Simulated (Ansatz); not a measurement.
Zn in the hcp (Mg type) structure (space group P6_3/mmc, No. 194)

Zn is modelled in the hexagonal space group P6₃/mmc (No. 194), the hcp (Mg type) structure, Pearson symbol hP2. Conventional cell: a = b = 2.6358 Å, c = 4.6570 Å, α = β = 90.00°, γ = 120.00°. Zn on 2c is coordinated by 6 Zn at 2.636 Å and 6 Zn at 2.782 Å (anticuboctahedral). (Neighbours: up to the widest gap in distance over summed covalent radii, below 1.35, at either atom.)

Method: Ansatz (an electronic-structure program) PBEsol, no spin-orbit coupling. Settings: 20×20×10 k-points, 0.05 eV Fermi–Dirac smearing.

| Property | Value |
|---|---|
| Volume per atom | 14.01 Å³ |
| Density | 7.75 g/cm³ |
| Band gap | zero |
| Total energy | -3280.905 eV/atom (σ→0; compares only within this code and set-up) |

No phonon test of stability was made.
